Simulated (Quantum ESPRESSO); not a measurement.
Checking a run of Quantum ESPRESSO on Ga (I4_1/amd, 2 atoms in the cell). The aim is a self-consistent single point with DFT, PBE, plane waves, PseudoDojo standard norm-conserving (PBE) pseudopotentials.

Cell that was meant: a = 4.0771 Å, b = 4.0771 Å, c = 4.0771 Å, α = 97.44°, β = 97.44°, γ = 137.81°.

Part of the input:

```fortran
 occupations = 'smearing'
 smearing = 'gaussian'
 degauss = 0.0073499
 tot_charge = -1
/
&ELECTRONS
 conv_thr = 1.0d-10
```

Log, with long lists cut:

```
     Message from routine setup:
     using ibrav=0 with symmetry is DISCOURAGED, use correct ibrav instead
     G-vector sticks info
   [... lines left out ...]

     site n.     atom                  positions (alat units)
         1        Ga     tau(   1) = (   0.0000000   0.6597115   0.1799732  )
         2        Ga     tau(   2) = (   0.0000000   0.0000000   0.0000000  )

     number of k points=   102  Gaussian smearing, width (Ry)=  0.0073

     Number of k-points >= 100: set verbosity='high' to print them.

     Dense  grid:    27687 G-vectors     FFT dimensions: (  48,  48,  48)

     Initial potential from superposition of free atoms

     starting charge      25.9947, renormalised to      27.0000
     Self-consistent Calculation

     iteration #  1     ecut=    80.00 Ry     beta= 0.70

     total energy              =    -304.99835250 Ry
     estimated scf accuracy    <       0.57327707 Ry

     iteration #  2     ecut=    80.00 Ry     beta= 0.70

     total energy              =    -305.18251465 Ry
     estimated scf accuracy    <       0.03951541 Ry

     iteration #  3     ecut=    80.00 Ry     beta= 0.70

     total energy              =    -305.18562054 Ry
     estimated scf accuracy    <       0.00153740 Ry

   [... 4 blocks of this kind left out ...]

     iteration #  8     ecut=    80.00 Ry     beta= 0.70

     total energy              =    -305.18660584 Ry
     estimated scf accuracy    <       0.00000003 Ry

     iteration #  9     ecut=    80.00 Ry     beta= 0.70
     End of self-consistent calculation

     Number of k-points >= 100: set verbosity='high' to print the bands.

     the Fermi energy is     9.6880 ev

!    total energy              =    -305.18660585 Ry
     estimated scf accuracy    <          6.0E-11 Ry
     smearing contrib. (-TS)   =      -0.00073537 Ry
     internal energy E=F+TS    =    -305.18587048 Ry

     convergence has been achieved in   9 iterations

     Forces acting on atoms (cartesian axes, Ry/au):

     atom    1 type  1   force =     0.00000000    0.00000000    0.00000000
     atom    2 type  1   force =     0.00000000    0.00000000    0.00000000

     Total force =     0.000000     Total SCF correction =     0.000000

          total   stress  (Ry/bohr**3)                   (kbar)     P=      457.84
   0.00309224   0.00000000   0.00000000          454.88        0.00        0.00
   0.00000000   0.00309224   0.00000000            0.00      454.88        0.00
   0.00000000   0.00000000   0.00315256            0.00        0.00      463.76

   JOB DONE.
```

Is anything amiss in this input, and did it matter?

The run is not sound. The fault is an unintended net charge. A charged periodic cell changes the electron count and is neutralised by a uniform background, so energy, forces and pressure belong to another system. To fix it, remove the charge. The run converged in 9 iterations without an error; against the sound input the pressure goes from -2.84 to 45.78 GPa.

The sound input it was made from differs as follows (other fixes are possible):
```diff
- tot_charge = -1
```

With that input, the run converged in 8 iterations: free energy E − TS -4161.7053 eV; Fermi level (on the code's own zero) 9.11 eV; pressure -2.84 GPa (DFT, PBE, plane waves, PseudoDojo standard norm-conserving (PBE) pseudopotentials).

On the sound input: the starting cell was generated: these elements placed on a structure prototype, without a prior relaxation; it need not be a known phase or ordering of this composition. Its lattice was rescaled by a random factor within 2.5 % of one.
